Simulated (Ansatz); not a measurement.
Consider the reaction energy. Reaction: NaCl (rock salt) + Li (bcc) → LiCl (rock salt) + Na (bcc). A negative value means that the right-hand side lies lower.

LiCl (rock salt, Fm-3m), 2 atoms in the cell. Conventional cell: a = 5.149 Å, b = 5.149 Å, c = 5.149 Å, α = 90.00°, β = 90.00°, γ = 90.00°.

NaCl (rock salt, Fm-3m), 2 atoms in the cell. Conventional cell: a = b = c = 5.692 Å, α = β = γ = 90.00°.

Ansatz (a program for electronic structure) with PAW potentials; structures come from PBE relaxations, nuclei static, no net charge. Ansatz runs with its default PAW set. Other levels take these structures, unless marked own geometry. HSE06 runs on coarser k-point meshes, mended by the PBE difference between the two meshes. Some cells are metallic or hold partly filled levels, where a hybrid on a coarse mesh is less sure. The lattices are those relaxed with PBE, so at other levels the solids can be strained, which adds to the spread. A dispersion term (D3(BJ), or D4 for r2SCAN) was computed beside these levels and is taken off wherever the name lacks it.

Levels: PBE, LDA, r2SCAN, r2SCAN+D4, HSE06, r2SCAN (own geometry).

At which levels does the right-hand side lie lower?

too close to call: PBE (-0.01), r2SCAN (0.05), r2SCAN+D4 (0.03), HSE06 (0.00), r2SCAN (own geometry) (0.05); downhill: LDA (-0.12) (values in eV; within 0.05 eV of zero counts as too close to call). The levels span 0.17 eV, from LDA (-0.12) to r2SCAN (0.05).
